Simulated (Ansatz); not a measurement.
Base system: a 24-atom supercell of HgSe in the zinc blende structure (space group F-43m, No. 216; a = 6.133 Å) at its relaxed geometry.

Level of theory: PBEsol, PAW, 420 eV (Ansatz, a program for electronic structure; no SOC).

Before the change:

* **Mean distance from the defect site to its nearest host atoms**: 5.02 bohr
* **Pressure**: 0.0 GPa

Perturbation: one Se atom is replaced by Os, atoms relaxed at fixed cell, starting from a slightly rattled geometry.

### Question
How does this affect the largest displacement of a host atom from its site in the perfect cell?

### Answer
The largest displacement of a host atom from its site in the perfect cell amounts to 0.17 Å.

### Question
What does the calculation give for the mean distance from the defect site to its nearest host atoms after the change?

### Answer
The mean distance from the defect site to its nearest host atoms falls by 0.14 bohr to 4.88 bohr.

### Question
What does the calculation give for the pressure after the change?

### Answer
The pressure remains 0.0 GPa.

In so small a cell the defect repeats every few ångströms: this is an ordered compound, not a dilute defect. A case with no gap was solved on a k-mesh chosen for an insulator, which is coarse for it. All final runs are without spin polarisation. The defect cell is not spin-polarised.
